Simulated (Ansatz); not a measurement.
Functionals compared on F on the 1x1 (110) surface of 3C silicon carbide (cut with top plane C + Si), one in a 2x2 cell, started at the site 'bridge C-Si (span 3.9 Å)', in Ansatz (plane waves, PAW). The structure was relaxed with PBE; the other rows are single points on it, each with its references at the same level. Cutoff 420 eV (500 eV for r2SCAN).

Host crystal: 3C silicon carbide, with a band gap (PBE, scalar-relativistic without spin-orbit coupling).

Model: 49-atom slab, 7.7 Å thick at the start under the adsorbate (thin: gaps and levels are the slab's own), 3x3x1 mesh, Fermi-Dirac 0.01 eV, dipole correction, 24 atoms held, the rest relaxed; no symmetry held; spin-polarised, ending with about 1.0 μB a cell; orders that need a larger cell were not tried, no spin-orbit, no U, no dispersion correction. At the end it is bonded to Si. In PBE it is, or lies within 0.03 eV of, the lowest of the starts that converged. These notes are the PBE run's. RPBE: The program's check for a lower electronic state was not made. r2SCAN: The program's check for a lower electronic state was not made. Adsorption energies are against ½ F2(g). A negative adsorption energy means that the adsorbate is more stable on the surface than in its reference.

```csv
functional,adsorption energy (eV),magnetic moment of the cell (μB),rough cost of the single point
PBE,-4.15,1.00,–
RPBE,-4.03,1.00,about 6 core-minutes (a rough figure)
r2SCAN,-4.59,1.00,about 10 core-minutes (a rough figure)
```

Ansatz is a quantum-chemistry and plane-wave program.
